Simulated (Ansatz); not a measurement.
The parent structure is BP in the zinc blende structure (space group F-43m, No. 216; a = 4.548 Å).

Level of theory: PBE (Ansatz, an electronic-structure program; PAW; 420 eV plane waves; no spin-orbit coupling).

Base values:

Width of the top valence band: 5.43 eV

Perturbation: the cell is scaled by 0.9900 in all directions, atoms relaxed at fixed cell.

Problem. What does the calculation give for the width of the top valence band and mean gap deformation potential ΔEg/Δln V after the change?

Solution. The width of the top valence band grows by 0.175 eV to 5.60 eV; the mean gap deformation potential ΔEg/Δln V comes out as +1.5 eV.

The cells carry an imposed strain or load. No phonon test of stability was made.
